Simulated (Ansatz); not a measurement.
Base system: ZnS in the zinc blende structure (space group F-43m, No. 216; a = 5.357 Å). Axes: x, y, z lie along the cube axes.

Structures relaxed with PBEsol, PAW, 420 eV (Ansatz, a quantum-chemistry and plane-wave program; spin-orbit coupling left out), earlier PAW set.

Base:

Simulated powder pattern, Co Kα, λ = 1.79026 Å (kinematic, ideal powder, no thermal factors, no anomalous dispersion; the 10 strongest lines at most, above 2 %, up to 2θ = 90°):

| 2θ (°) | I/Imax (%) | hkl |
|---|---|---|
| 33.65 | 100 | (111) |
| 39.05 | 12 | (200) |
| 56.41 | 58 | (220) |
| 67.31 | 39 | (311) |
| 70.74 | 3.0 | (222) |
| 83.89 | 9.3 | (400) |

After one change:

Simulated powder pattern, Co Kα, λ = 1.79026 Å (kinematic, ideal powder, no thermal factors, no anomalous dispersion; the 10 strongest lines at most, above 2 %, up to 2θ = 90°):

| 2θ (°) | I/Imax (%) |
|---|---|
| 33.37 | 100 |
| 38.07 | 4.1 |
| 39.05 | 7.7 |
| 55.68 | 40 |
| 56.41 | 19 |
| 65.82 | 14 |
| 67.15 | 26 |
| 70.09 | 3.0 |
| 81.44 | 3.3 |
| 83.89 | 6.1 |

Problem. Which change produced these results?
A) uniaxial strain ε_yy = +2.46 %
B) tensor shear ε_xy = +0.46 %
C) uniaxial strain ε_yy = +2.61 %
D) biaxial strain +3.05 %, plane normal [001], relaxed out of plane

Solution. A, uniaxial strain ε_yy = +2.46 %. Its volume per atom is 19.69 Å³ against 19.22 Å³, and its space group is I-4m2 (No. 119).

Whether these cells are dynamically stable was not tested.
